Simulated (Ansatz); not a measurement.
## Sn_Zn+Li_Zn in wurtzite ZnO

The numbers are results of PBE, PAW (plane waves to 420 eV; Ansatz, a quantum-chemistry and plane-wave program), not measurements. Cell: 96 sites, 3×2×2 repeats of a cell of 8 atoms; final energies on a 2×2×2 shifted mesh. Sites at the start: the Zn site; Zn 3.28 Å away. Charged cells carry a point-charge image correction with potential alignment at far atoms. Dielectric constants: PBE linear response of the host. Host gap at this level: 0.74 eV. Finite-size and sampling errors can reach tenths of an eV here. PBE underestimates the host's gap, which shifts levels and can delocalise carriers. Spin–orbit coupling is left out, which matters for these heavy elements. Each state is the lowest found from its start.

The name describes the start; the neighbours show where the atoms ended.

Charges with a result: +1, 0. Others weren't obtained, and one of them could lie lower, also by skipping a charge.

```json
[
 {"charge": "+1", "moment (μB)": "not spin-polarised", "largest move off a lattice site (Å)": "0.13", "neighbours of the last Li atom of the defect at the end (Å)": "O 1.95, O 1.98, O 1.98, O 2.12", "image correction with alignment (eV)": "0.18"},
 {"charge": "0†", "moment (μB)": "fractional", "largest move off a lattice site (Å)": "0.12", "neighbours of the last Li atom of the defect at the end (Å)": "O 1.95, O 1.98, O 1.98, O 2.09", "image correction with alignment (eV)": "0.04"}
]
```

† Not settled in this cell, so no level is given: charge 0: fractional moment, carriers not clearly localised, a correction for the charge's moments that the other states lack, level within 0.1 eV of a band edge or past it.

Flagged in the runs: a host whose relaxation on this sampling wasn't shown to rest.

All states together cost around 2.9 core-hours (rough).
